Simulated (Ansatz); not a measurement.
## WSi₂ (space group I4/mmm, No. 139)

```cif
data_Si4W2
_chemical_formula_sum 'W2 Si4'
_space_group_name_H-M_alt 'I4/mmm'
_space_group_IT_number 139
_space_group_name_Hall '-I 4 2'
_cell_length_a 3.20294
_cell_length_b 3.20294
_cell_length_c 7.81646
_cell_angle_alpha 90.000
_cell_angle_beta 90.000
_cell_angle_gamma 90.000
loop_
_atom_site_label
_atom_site_type_symbol
_atom_site_symmetry_multiplicity
_atom_site_Wyckoff_symbol
_atom_site_fract_x
_atom_site_fract_y
_atom_site_fract_z
_atom_site_occupancy
W1 W 2 a 0.00000 0.00000 0.00000 1
Si1 Si 4 e 0.00000 0.00000 0.33452 1
```
(The calculation used a cell of 3 atoms; values per cell refer to that cell.)

Level of theory: PBEsol, PAW, 420 eV (Ansatz, a program for electronic structure; without spin-orbit coupling), earlier PAW set. Γ-centred 20×20×20 mesh, Fermi–Dirac width 0.05 eV.

| Quantity | Value |
|---|---|
| Volume per atom | 13.36 Å³ |
| Density | 9.94 g/cm³ |
| Band gap | zero |
| Total energy | -3833.970 eV/atom (σ→0; compares only within this code and set-up) |

No phonon test of stability was made. All final runs are without spin polarisation.
